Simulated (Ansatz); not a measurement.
**Response to strain in AlOs**

Take AlOs in the CsCl type structure (space group Pm-3m, No. 221; a cell from a computed database, its experimental status unchecked; relaxed with 0.1 eV smearing) as the base.

```
CELL_PARAMETERS angstrom
      2.99346     0.00000     0.00000
      0.00000     2.99346     0.00000
      0.00000     0.00000     2.99346
ATOMIC_POSITIONS crystal
  Al 0.00000 0.00000 0.00000
  Os 0.50000 0.50000 0.50000
```

Cartesian axes are those of the cell as printed.

Strains are applied to the cell and any free atomic positions relax; under biaxial strain the out-of-plane vector relaxes too; under stress the whole cell relaxes.

All numbers come from Kohn–Sham DFT with the PBEsol functional, run in Ansatz (a program for electronic structure) with PAW and 420 eV plane waves, scalar-relativistic without spin-orbit coupling.

Candidates:
(a) biaxial strain −3.10 %, plane normal [001], relaxed out of plane
(b) isotropic strain +2.65 %
(c) uniaxial stress, 3 GPa tension along z

Notes on the quantities. energy relative to the base: free energy F.

Task: Order them by energy relative to the base, highest first.

Result: (b) isotropic strain +2.65 % (+61 meV/atom), (a) biaxial strain −3.10 %, plane normal [001], relaxed out of plane (+31 meV/atom), (c) uniaxial stress, 3 GPa tension along z (+1.6 meV/atom)

Beyond what the load breaks, stability against distortions was not tested. All final runs are without spin polarisation.
